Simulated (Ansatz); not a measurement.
System: interstitial H in rutile-type MgF2 (charge state +1). All values below come from PBE, PAW (plane waves to 420 eV; Ansatz, a first-principles code).

Cell of 72 host sites held at the relaxed PBE lattice; the Γ point alone; Fermi-Dirac width 0.01 eV, spin-restricted; finite-size errors left in. Static, classical nuclei. The charge state is imposed; whether it is stable for some Fermi level was not computed. Sites that were not tried may lie lower. The start lies 0.17 eV above the lowest site run (PBE).

Barriers: single points on a 2×2×2 k-point mesh shifted by half a step at the bands' geometries.

Relaxed starting cell (atoms counted from 1):

```
CELL_PARAMETERS angstrom
      9.39623     0.00000     0.00000
      0.00000     9.39623     0.00000
      0.00000     0.00000     9.27862
ATOMIC_POSITIONS crystal
  Mg 0.00095 0.00160 0.99985
  Mg 0.00227 0.00178 0.33357
  Mg 0.98956 0.99111 0.66665
  Mg 0.99986 0.49971 0.00194
  Mg 0.99273 0.50327 0.32835
  Mg 0.99105 0.51101 0.67548
  Mg 0.49720 0.00148 0.99998
  Mg 0.50386 0.99444 0.33112
  Mg 0.50387 0.99524 0.66792
  Mg 0.50205 0.50264 0.00093
  Mg 0.50419 0.50581 0.33093
  Mg 0.50169 0.50210 0.66707
  Mg 0.24904 0.24986 0.16445
  Mg 0.28284 0.25000 0.48641
  Mg 0.25643 0.25880 0.83880
  Mg 0.24948 0.74955 0.16707
  Mg 0.25060 0.75027 0.50063
  Mg 0.25039 0.75061 0.83398
  Mg 0.74963 0.24954 0.16669
  Mg 0.74685 0.24961 0.50033
  Mg 0.74824 0.24989 0.83478
  Mg 0.75183 0.75389 0.16566
  Mg 0.75031 0.74857 0.49895
  Mg 0.74624 0.75075 0.83631
  F  0.15232 0.15540 0.99635
  F  0.15848 0.15539 0.33842
  F  0.12968 0.17389 0.65476
  F  0.15088 0.65220 0.00018
  F  0.15109 0.64605 0.33726
  F  0.14962 0.65162 0.66619
  F  0.64980 0.15225 0.00019
  F  0.65154 0.15097 0.33325
  F  0.65172 0.15087 0.66732
  F  0.65123 0.65409 0.00139
  F  0.65555 0.65302 0.33274
  F  0.65357 0.65015 0.66662
  F  0.09665 0.40135 0.16995
  F  0.09000 0.37484 0.52348
  F  0.09867 0.40431 0.83224
  F  0.09984 0.90369 0.16754
  F  0.09951 0.90514 0.50300
  F  0.10038 0.90687 0.82933
  F  0.60132 0.40423 0.16669
  F  0.59501 0.40042 0.49910
  F  0.59695 0.40186 0.83332
  F  0.59889 0.90210 0.16464
  F  0.60049 0.89904 0.49987
  F  0.59706 0.90240 0.83523
  F  0.40071 0.09828 0.16847
  F  0.40787 0.09177 0.50050
  F  0.39662 0.09896 0.82868
  F  0.40321 0.60137 0.16629
  F  0.40129 0.59675 0.50013
  F  0.40056 0.59696 0.83265
  F  0.90499 0.10062 0.16777
  F  0.90136 0.09882 0.50117
  F  0.90138 0.09796 0.83127
  F  0.90080 0.60021 0.16494
  F  0.90504 0.59516 0.49985
  F  0.89874 0.60089 0.83991
  F  0.34984 0.35123 0.00296
  F  0.35179 0.35497 0.32510
  F  0.34927 0.34493 0.66369
  F  0.34668 0.84954 0.99987
  F  0.34768 0.84678 0.33396
  F  0.34909 0.84696 0.66678
  F  0.84933 0.34722 0.99999
  F  0.84890 0.34819 0.33575
  F  0.84760 0.34973 0.66809
  F  0.84923 0.85098 0.99904
  F  0.85126 0.84847 0.33469
  F  0.84604 0.84230 0.66735
  H  0.08300 0.26866 0.59751
```
Cell charge +1.

End state 1 differs by these moves (Å; atoms that move under 0.08 Å are left out):

| atom | element | Δx | Δy | Δz |
|---|---|---|---|---|
| 3 | Mg | 0.12 | 0.06 | 0.00 |
| 6 | Mg | -0.26 | 0.24 | -0.07 |
| 14 | Mg | -0.18 | -0.13 | 0.12 |
| 15 | Mg | 0.04 | -0.18 | -0.03 |
| 27 | F | 0.29 | -0.28 | 0.12 |
| 30 | F | -0.09 | 0.05 | 0.01 |
| 38 | F | 0.15 | 0.18 | 0.22 |
| 39 | F | 0.04 | -0.06 | -0.32 |
| 42 | F | -0.02 | -0.05 | 0.06 |
| 51 | F | 0.09 | -0.05 | 0.06 |
| 59 | F | -0.06 | 0.06 | -0.13 |
| 60 | F | -0.02 | 0.02 | 0.08 |
| 62 | F | -0.07 | -0.05 | 0.11 |
| 63 | F | 0.06 | -0.05 | 0.03 |
| 69 | F | -0.05 | 0.10 | -0.01 |
| 73 | H | 0.33 | 1.07 | 0.61 |

Q: Estimate the forward and backward barriers to end state 1 that PBE, PAW returns for this input.

A: forward 0.44 eV, backward 0.029 eV; at the saddle point atom 73 has neighbours F at 1.01, F at 1.55, F at 1.96; Mg at 2.12 Å. The saddle point's order was not checked.
